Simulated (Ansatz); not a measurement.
```
CELL_PARAMETERS angstrom
      3.89712     0.00000     0.00000
      0.00000     3.89712     0.00000
      0.00000     0.00000     3.78394
ATOMIC_POSITIONS crystal
  Tl 0.00000 0.00000 0.00000
  Br 0.50000 0.50000 0.50000
```

No spin polarisation.

Level of theory: LDA (Ansatz, a first-principles code; PAW; 420 eV plane waves; no spin-orbit coupling). Settings: 9×9×9 k-points, 0.05 eV Fermi–Dirac smearing.

Problem. Predict the space group and band gap.

Solution. 
```json
{
  "space_group": "P4/mmm (No. 123)",
  "band_gap": "1.26 eV"
}
```

Spin-orbit coupling, missing from the scalar runs, can matter with Tl. The cells carry an imposed strain or load. Whether these cells are dynamically stable was not tested. The cell was made from TlBr in the CsCl type structure (space group Pm-3m, No. 221) by this change: biaxial strain +1.50 %, plane normal [001], relaxed out of plane.
